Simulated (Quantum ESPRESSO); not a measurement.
**Short convergence ladders for CaPt2 (R3m, 6 atoms in the cell)**

```
CaPt2
1.0
    0.00000     3.81133     3.81133
    3.81133     0.00000     3.81133
    3.81133     3.81133     0.00000
Ca Pt
2 4
Cartesian
  0.02887   0.02887   0.02887
  1.90567   1.90567   1.90567
  4.76417   2.85850   2.85850
  2.85850   2.85850   4.76417
  2.85850   4.76417   2.85850
  4.76417   4.76417   4.76417
```

Base method: PBEsol, SSSP 1.1.2 efficiency (PBE) pseudopotentials (plane waves; Quantum ESPRESSO 7.5).

Base settings: ecutwfc = 40 Ry; ecutrho = 320 Ry; occupations = smearing; smearing = gauss; degauss = 0.0073499 Ry; input_dft = pbesol; potentials = {Ca: Ca_pbe_v1.uspp.F.UPF, Pt: pt_pbe_v1.4.uspp.F.UPF}; K_POINTS = automatic 3 3 3 0 0 0; conv_thr = 1e-10 Ry; mixing_beta = 0.7.

The count of work is k-points × plane waves × bands × iterations; it is no time. Core times come from one kind of shared machine, to one figure; runs under 30 s give none.

**The plane-wave cutoff**

Moved along: ecutrho.

The second cell is the first with its lattice scaled by 0.98.

The mesh stays at the base's, so the ladder's end is converged at best in this setting alone.

Only quantities that move along the ladder and can be compared are tabulated.

| ecutwfc | free energy less the last step's (meV/atom) | energy of the compressed cell less the first (meV/atom) | pressure (GPa) | largest difference of a force vector from the last step's (eV/Å) | count of work / last | core time / last (rough) |
|---|---|---|---|---|---|---|
| 14 Ry | 31771.19 | -129.69 | -836.87 | 0.368 | 0.085 | – |
| 18 Ry | 8157.57 | 475.91 | -308.85 | 0.092 | 0.13 | – |
| 22 Ry | 1745.16 | 25.77 | -95.15 | 0.002 | 0.16 | – |
| 28 Ry | 107.99 | 25.57 | -9.32 | 0.001 | 0.22 | 0.2 |
| 36 Ry | 33.59 | 25.58 | -1.44 | 0.000 | 0.30 | 0.3 |
| 40 Ry | 25.11 | 25.56 | -1.77 | 0.000 | 0.38 | 0.5 |
| 80 Ry | 0.00 | 25.55 | -1.22 | 0.000 | 1.0 | 1 |

Coarsest ecutwfc that holds the pressure within 1 GPa: not settled: the last two steps still differ by 0.55 GPa, over half the tolerance, so the ladder does not show it.

Coarsest ecutwfc that holds the free energy within 5 meV/atom: not settled: the last two steps still differ by 25 meV/atom, over half the tolerance, so the ladder does not show it.

Coarsest ecutwfc that holds the forces within 0.01 eV/Å of the last step, with all finer ones: 22 Ry, at 0.16 of the last step's count of work; the step before is off by 0.092 eV/Å.

At the lowest cutoff the pressure lies 836 GPa under the last step's, the usual sign of Pulay stress in an incomplete plane-wave basis.

**The density cutoff**

The mesh stays at the base's, so the ladder's end is converged at best in this setting alone.

Only quantities that move along the ladder and can be compared are tabulated.

```csv
ecutrho,free energy less the last step's (meV/atom),pressure (GPa),largest difference of a force vector from the last step's (eV/Å),core time / last (rough)
80 Ry,-47.93,2.29,0.036,–
120 Ry,0.20,-1.78,0.000,–
160 Ry,0.15,-1.77,0.000,0.4
240 Ry,0.03,-1.77,0.000,0.7
320 Ry,0.00,-1.77,0.000,0.7
400 Ry,0.00,-1.77,0.000,0.7
640 Ry,0.00,-1.77,0.000,1
```

Coarsest ecutrho that holds the pressure within 0.1 GPa of the last step, with all finer ones: 120 Ry; the step before is off by 4.1 GPa.

Coarsest ecutrho that holds the free energy within 2 meV/atom of the last step, with all finer ones: 120 Ry; the step before is off by 48 meV/atom.

Coarsest ecutrho that holds the forces within 0.01 eV/Å of the last step, with all finer ones: 120 Ry; the step before is off by 0.036 eV/Å.

On the base run: the starting cell comes from a database of computed structures (which also holds hypothetical and non-ambient phases and stackings), without a prior relaxation at this level. Its lattice was rescaled by up to half a per cent. One atom was moved a little off its site on purpose. Spin polarisation is off. Without a gap this mesh is coarse (it stands for a supercell whose shortest vector is 16 Å).
